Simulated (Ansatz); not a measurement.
# Ti, pressure series

The parent structure is Ti in the hcp (Mg type) structure (space group P6_3/mmc, No. 194).

```
Ti
1.0
    2.93885     0.00000     0.00000
   -1.46943     2.54512     0.00000
    0.00000     0.00000     4.64996
Ti
2
Direct
  0.33333   0.66667   0.75000
  0.66667   0.33333   0.25000
```

Cell and atoms are relaxed at each pressure.

The values are results of Ansatz (a first-principles code), PBE, PAW, cutoff 420 eV, scalar-relativistic without spin-orbit coupling, earlier PAW set, not measurements.

Two rows of this table had their results exchanged by mistake.

```csv
pressure,volume per atom (Å³),shortest distance (Å),band gap
pressure −2 GPa,17.71,2.896,zero
pressure −1 GPa,17.55,2.887,zero
pressure 3 GPa,16.95,2.855,zero
pressure 7 GPa,16.43,2.826,zero
pressure 15 GPa,15.58,2.777,zero
pressure 30 GPa,14.35,2.705,zero
pressure 50 GPa,11.11,2.450,zero
pressure 75 GPa,12.04,2.570,zero
pressure 100 GPa,13.16,2.634,zero
```

**Question.** Which two?

**Answer.** The rows for pressure 50 GPa and pressure 100 GPa: the volume has to fall steadily with pressure, so 13.16 Å³ belongs to pressure 50 GPa and 11.11 Å³ to pressure 100 GPa.

Load acts through the strain it causes; cell and atoms are relaxed under it. Stability against distortions was not tested. No other phases were tried under pressure. The final runs are not spin-polarised.
